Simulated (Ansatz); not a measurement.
Input:

End structure of Cu on the 1x1 (111) surface of fcc Pd, one in a 2x2 cell, started at the site 'hollow Pd-Pd-Pd over Pd at depth 4.5 Å':

```yaml
crystal:
  lattice:
    - [5.57722, 0.00000, 0.00000]
    - [-2.78861, 4.83001, 0.00000]
    - [0.00000, 0.00000, 26.00000]
  atoms:
    - { symbol: Pd, position: [0.16667, 0.33333, 0.36893] }
    - { symbol: Pd, position: [0.16667, 0.83333, 0.36893] }
    - { symbol: Pd, position: [0.66667, 0.33333, 0.36893] }
    - { symbol: Pd, position: [0.66667, 0.83333, 0.36893] }
    - { symbol: Pd, position: [0.33333, 0.16667, 0.45653] }
    - { symbol: Pd, position: [0.33333, 0.66667, 0.45653] }
    - { symbol: Pd, position: [0.83333, 0.16667, 0.45653] }
    - { symbol: Pd, position: [0.83333, 0.66667, 0.45653] }
    - { symbol: Pd, position: [0.99922, 0.99961, 0.54380] }
    - { symbol: Pd, position: [0.00000, 0.50000, 0.54374] }
    - { symbol: Pd, position: [0.50039, 0.99961, 0.54380] }
    - { symbol: Pd, position: [0.50039, 0.50078, 0.54380] }
    - { symbol: Pd, position: [0.16313, 0.33687, 0.63122] }
    - { symbol: Pd, position: [0.16313, 0.82625, 0.63122] }
    - { symbol: Pd, position: [0.67375, 0.33687, 0.63122] }
    - { symbol: Pd, position: [0.66667, 0.83333, 0.63299] }
    - { symbol: Cu, position: [0.33333, 0.16667, 0.70310] }
```

Model: 17-atom slab, 6.8 Å thick at the start under the adsorbate (thin: gaps and levels are the slab's own), 6x6x1 mesh, Fermi-Dirac 0.1 eV, dipole correction, 8 atoms held, the rest relaxed; symmetry of the start imposed; no spin, no spin-orbit, no U, no dispersion correction. At the end it is bonded to 3 Pd. In PBE it is, or lies within 0.03 eV of, the lowest of the starts that converged.

A negative adsorption energy means that the adsorbate is more stable on the surface than in its reference.

**Question.** Give the adsorption energy against an atom of fcc Cu at the level Ansatz (a first-principles code) with PBE.

**Answer.** 0.65 eV

**Question.** Predict the change of the step from the bottom to the top vacuum level, against the clean slab from PBE.

**Answer.** -1.09 eV

**Question.** Estimate the change of the work function that PBE returns for this input.

**Answer.** -1.10 eV

**Question.** What work function of the top face does PBE give?

**Answer.** 4.14 eV
